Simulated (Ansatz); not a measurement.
# Cu: energy against strain

Cu (fcc, Fm-3m, 11.440 Å³/atom at rest, cube axes along x, y and z) under a strain ε along a cube axis (axis z), the other axes held. r2SCAN in Ansatz, a plane-wave DFT program (PAW, default set), 500 eV, 32×32×32 Γ-centred mesh, Fermi-Dirac smearing 0.10 eV; ions are relaxed within the symmetry of each cell.

Here s stands for strain and y for E less E0.

| strain (%) | E less E0 (meV/atom) |
|---|---|
| -3.00 | ? |
| -1.50 | 1.62 |
| -1.00 | 0.70 |
| -0.50 | 0.17 |
| 0.00 | 0.00 |
| 0.50 | 0.20 |
| 1.00 | 0.75 |
| 1.50 | 1.65 |

**Question.** Fit y against s with a parabola, and predict the withheld value at s = -3.00.

**Answer.** Least squares gives y = 0.001 + 0.0157·s + 0.7257·s². Residuals (row less fit): 0.010, -0.011, -0.005, -0.001, 0.010, 0.008, -0.007; standard error 0.011 (degrees of freedom: 4). Twice the quadratic coefficient over the volume, 2 × 0.7257 meV × 10⁴ × 0.1602 / 11.440 Å³, is the elastic constant C11 = 203 ± 1.3 GPa. At the withheld row, y = 0.001 + 0.0157 × (-3.0) + 0.7257 × (-3.0)² = 6.485 meV/atom. The calculation gives 6.76 meV/atom, 0.275 meV/atom above the prediction (4.1 % of the range of y in the table). The row lies outside the fitted rows, so this is an extrapolation. From the scatter of the fitted rows alone, a prediction at this place has a standard error of 0.040 meV/atom, so the miss is 6.9 times that.

One order more, fitted to all 13 runs of the series, follows each within 0.01, so the miss is the next term of a smooth law. In a metal these values are sensitive to mesh and smearing; energies are taken to zero smearing, stresses follow the free energy. Rows are the converged runs of the series near zero and its far end; series whose fitted rows scatter by over a few per cent of the range, as at a crossing or softening among them, aren't shown in this form. Most that stay on the fit to the last digits aren't either.
